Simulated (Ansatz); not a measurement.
System: In vacancy in bixbyite In2O3 (charge state -3). Method: PBE, PAW (plane waves to 420 eV; Ansatz, a program for electronic structure).

Cell of 80 host sites held at the relaxed PBE lattice; one k-point at (0.250, 0.250, 0.250); Fermi-Dirac width 0.01 eV, spin-restricted; finite-size errors left in. Static, classical nuclei. The charge state is imposed; whether it is stable for some Fermi level was not computed. Forms of the defect that were not tried may lie lower. The start lies 0.086 eV above the lowest site run (PBE).

Barriers: single points on a 2×2×2 k-point mesh shifted by half a step at the bands' geometries.

The step: a nearby In atom hops onto the vacant site. Atoms about the jump, Cartesian Å from the middle of the jump, before and after:

| atom | x0 | y0 | z0 | x1 | y1 | z1 |
|---|---|---|---|---|---|---|
| In1 | -1.27 | -1.44 | 0.17 | 1.27 | 1.44 | -0.17 |
| O2 | -0.45 | -0.02 | -1.10 | -0.22 | 0.18 | -1.01 |
| O3 | -2.24 | 0.10 | 1.34 | -2.32 | 0.18 | 1.40 |
| O4 | 0.09 | -2.22 | 1.79 | 0.22 | -2.39 | 1.95 |
| O5 | 2.50 | 0.42 | 1.48 | 2.41 | 0.49 | 1.41 |
| O6 | 0.10 | 2.52 | 1.48 | 0.17 | 2.45 | 1.40 |
| O7 | 0.09 | 0.02 | 3.75 | 0.10 | 0.04 | 3.73 |
| O8 | 0.17 | -2.73 | -1.01 | 0.37 | -2.86 | -1.18 |
| In9 | 1.67 | -1.07 | 2.73 | 1.64 | -1.13 | 2.76 |
| In10 | -1.24 | 1.49 | 2.74 | -1.29 | 1.45 | 2.73 |
| In11 | 0.95 | -1.05 | -2.33 | 0.90 | -1.12 | -2.30 |

Task: Give the saddle-point geometry and the barrier.

Result: 
```tsv
atom	x	y	z
In1	-0.22	-0.31	0.74
O2	-0.42	0.04	-1.19
O3	-2.17	0.20	1.42
O4	0.16	-2.12	1.82
O5	2.29	0.31	1.45
O6	0.01	2.41	1.48
O7	0.09	0.06	3.72
O8	0.34	-2.69	-1.07
In9	1.77	-1.18	2.91
In10	-1.39	1.65	2.92
In11	0.99	-1.08	-2.39
```
It lies 1.91 eV above the start and 1.91 eV above the end. The saddle point's order was not checked.
